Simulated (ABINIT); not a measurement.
A working ABINIT input for Rb₂LiAlF₆ (Fm-3m, 10 atoms in the cell) (DFT, PBEsol, plane waves, norm-conserving pseudopotentials (PseudoDojo nc-sr-04 PBEsol standard)):

```
# Rb2LiAlF6, PseudoDojo nc-sr-04 PBEsol standard
pp_dirpath "./"
pseudos "Rb.upf, Li.upf, Al.upf, F.upf"
acell 3*1.0 Angstrom
rprim
         0.0000000000    4.0608750000    4.0608750000
         4.0608750000   -0.0000000000    4.0608750000
         4.0608750000    4.0608750000   -0.0000000000
natom 10
ntypat 4
znucl 37 3 13 9
typat 1 1 2 3 4 4 4 4 4 4
xcart
        11.5109123645   11.5109123645   11.5109123645
         3.8369707882    3.8369707882    3.8369707882
         7.6739415763    7.6739415763    7.6739415763
         0.0000000000    0.0000000000    0.0000000000
         3.4658589735    7.6739415763    7.6739415763
        11.8820241791    7.6739415763    7.6739415763
         7.6739415763    3.4658589735    7.6739415763
         7.6739415763   11.8820241791    7.6739415763
         7.6739415763    7.6739415763    3.4658589735
         7.6739415763    7.6739415763   11.8820241791
ecut 42 Ha
occopt 7
tsmear 0.05 eV
nband 42
kptopt 1
ngkpt 3 3 3
nshiftk 1
shiftk 0 0 0
nstep 80
tolvrs 1.0e-12
prtwf 0
prtden 0
enunit 2
```

The run converged in 13 iterations: free energy E − TS -5757.36 eV; top of the valence band (on the code's own zero) -0.75 eV; gap on the k-point mesh 7.40 eV; pressure -0.74 GPa; largest force (vector length) 0.093 eV/Å. Each of these slips is then made, one at a time:

(1)
```diff
-ecut 42 Ha
```

(2)
```diff
-ecut 42 Ha
+ecut 15 Ha
```

### Question
What happens in each case?

### Answer

(1) No plane-wave cutoff. The program stopped before any SCF iteration.
```
The input keyword "ecut" is compulsory !
Action: add a value for "ecut" in the input file.
```

(2) A basis or grid far too coarse for these potentials. The run converged in 14 iterations without an error; against the sound input the free energy rises by 9.24 eV/atom, the pressure goes from -0.74 to -230.9 GPa, the largest force goes from 0.093 to 1.264 eV/Å and the gap on the mesh goes from 7.397 to 6.623 eV.

The starting cell comes from a database of computed structures (which also holds hypothetical and non-ambient phases and stackings), without a prior relaxation at this level. Its lattice was rescaled by a random factor within 2.5 % of one.

Left out of this page: 4 runs of the series outside the window shown, repeating another row's setting, or not comparable.
